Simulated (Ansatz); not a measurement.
## Several settings converged on Mg (P6_3/mmc, 2 atoms in the cell)

```yaml
crystal:
  lattice:
    - [1.60018, -2.77160, 0.00000]
    - [1.60018, 2.77160, 0.00000]
    - [0.00000, 0.00000, 5.19437]
  atoms:
    - { symbol: Mg, position: [0.33333, 0.66667, 0.25000] }
    - { symbol: Mg, position: [0.66667, 0.33333, 0.75000] }
```

Base method: LDA (PW92), PAW files made with PBE (plane waves; Ansatz, a quantum-chemistry and plane-wave program).

Base settings: basis.ecutwfc = 420 eV; kpoints.mp_grid.grid = 12 12 7; hamiltonian.xc = lda; hamiltonian.pseudopotentials = {kind: paw} (the program's default PAW files); scf.occupations.method = fermi_dirac; scf.occupations.width = 0.1 eV.

The count of work is k-points × plane waves × bands × iterations; it is no time. Core times come from one kind of shared machine, to one figure; runs under 30 s give none.

**The force threshold of a relaxation**

On Mg (P-3m1, 2 atoms in the cell): one atom moved by 0.15 angstrom.

In this ladder: relax = atoms.

The mesh stays at the base's, so the ladder's end is converged at best in this setting alone.

Only quantities that move along the ladder and can be compared are tabulated.

| relax.f_tol | free energy less the last step's (meV/atom) | largest force left (eV/Å) | relaxation steps |
|---|---|---|---|
| 0.2 eV/Å | 0.23 | 0.0467 | 2 |
| 0.1 eV/Å | 0.23 | 0.0467 | 2 |
| 0.05 eV/Å | 0.23 | 0.0466 | 3 |
| 0.03 eV/Å | 0.00 | 0.0002 | 3 |
| 0.02 eV/Å | 0.00 | 0.0002 | 3 |
| 0.01 eV/Å | 0.00 | 0.0001 | 4 |
| 0.005 eV/Å | 0.00 | 0.0002 | 4 |
| 0.002 eV/Å | 0.00 | 0.0002 | 4 |
| 0.001 eV/Å | 0.00 | 0.0003 | 4 |

Coarsest relax.f_tol that holds the free energy within 0.2 meV/atom of the last step, with all finer ones: 0.03 eV/Å; the step before is off by 0.23 meV/atom.

Coarsest relax.f_tol that holds the largest force left within 0.005 eV/Å of the last step, with all finer ones: 0.03 eV/Å; the step before is off by 0.046 eV/Å.

Two neighbours can agree and both be off: 0.2 eV/Å and 0.1 eV/Å differ by 0.00 meV/atom in the free energy, yet lie about 0.23 meV/atom from the last step.

**The size of a vacancy's supercell**

On Mg (P6_3/mmc, 4 atoms in the cell), and larger cells.

Steps: 2 x 1 x 1 supercell, one Mg atom taken out, nothing relaxed; 2 x 2 x 1 supercell, one Mg atom taken out, nothing relaxed; and so on, with the mesh thinned in proportion.

Only quantities that move along the ladder and can be compared are tabulated.

```tsv
atoms	unrelaxed vacancy energy (eV)	count of work / last	core time / last (rough)
4	0.860	0.070	–
8	0.966	0.078	–
16	0.961	0.23	–
24	0.952	1.0	1
36	0.959	0.67	0.8
54	0.956	1.0	1
```

Smallest size that holds the unrelaxed vacancy energy within 0.02 eV of the last step, with all finer ones: 8, at 0.078 of the last step's count of work; the step before is off by 0.096 eV.

On the base run: the starting cell has typed, rounded lattice constants, without a prior relaxation at this level. Its lattice was rescaled by up to half a per cent.

Keys are those of Ansatz 0.2.
